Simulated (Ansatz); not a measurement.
Terminations of the (100) surface of fcc Pd, measured from the surface 'clean 1x1'. Atoms come from or go to: Ag: fcc Ag, Co: hcp Co, ferromagnetic, Cr: bcc Cr, antiferromagnetic, Cu: fcc Cu, Os: hcp Os, Pd: fcc Pd, Pt: fcc Pt, Rh: fcc Rh, Sc: hcp Sc, Sn: beta tin. ΔE is the energy of forming the row's surface from that one (negative: more stable at these reservoirs); the vacuum level's shift is aligned on the shared bottom. No zero-point or thermal terms. These are constructed structures in small cells; real faces may alloy, dewet or reconstruct in larger ones, and not all known structures of the face are among them. Slabs of about 10 Å with all that they carry, Fermi-Dirac smearing of 0.1 eV. Bottom of the slabs: a bare face, its two planes held. Relaxed from the named starts with such symmetry as they have, on meshes of like density; energies extrapolated to zero smearing; no spin-orbit coupling, no U. Spin-polarised runs, if any, are marked in brackets, and their order is one that fits the cell; the others ran without spin. A dash marks a value that is undefined for that row (no clear gap, or no work function of a gapped slab) or was not read reliably on its mesh.

Level of theory: PBE (plane waves to 420 eV, PAW; Ansatz, a program for electronic structure).

| surface | atoms added per 1x1 | ΔE per 1x1 (eV) | shift of the vacuum level (eV) | work function (eV) |
|---|---|---|---|---|
| a pseudomorphic layer of Cu in the host's stacking | +1 Cu | ? | -0.60 | 4.48 |
| a pseudomorphic layer of Rh in the host's stacking | +1 Rh | 0.60 | 0.07 | 5.15 |
| a layer of Pt in place of the second plane | -1 Pd, +1 Pt | -0.04 | -0.03 | 5.05 |
| a layer of Ag in place of the second plane | +1 Ag, -1 Pd | -0.07 | 0.05 | 5.13 |
| a layer of Sn in place of the second plane | -1 Pd, +1 Sn | -0.48 | -0.42 | 4.66 |
| a pseudomorphic layer of Cr in the host's stacking [spin, 4.2 μB a cell] | +1 Cr | ? | -1.21 | 3.87 |
| a pseudomorphic layer of Sc in the host's stacking | +1 Sc | -0.64 | -0.92 | 4.15 |
| a layer of Cu in place of the second plane | +1 Cu, -1 Pd | -0.24 | -0.02 | 5.06 |
| a pseudomorphic layer of Co in the host's stacking [spin, 2.7 μB a cell] | +1 Co | 0.56 | -0.69 | 4.38 |
| a layer of Os in place of the second plane | +1 Os, -1 Pd | 0.55 | -0.41 | 4.67 |
| one row in 2 of the top plane missing | -0.5 Pd | ? | -0.37 | 4.71 |

Complete the blanks.


- a pseudomorphic layer of Cu in the host's stacking, ΔE per 1x1 (eV): -0.14
- a pseudomorphic layer of Cr in the host's stacking [spin, 4.2 μB a cell], ΔE per 1x1 (eV): 0.73
- one row in 2 of the top plane missing, ΔE per 1x1 (eV): 0.16
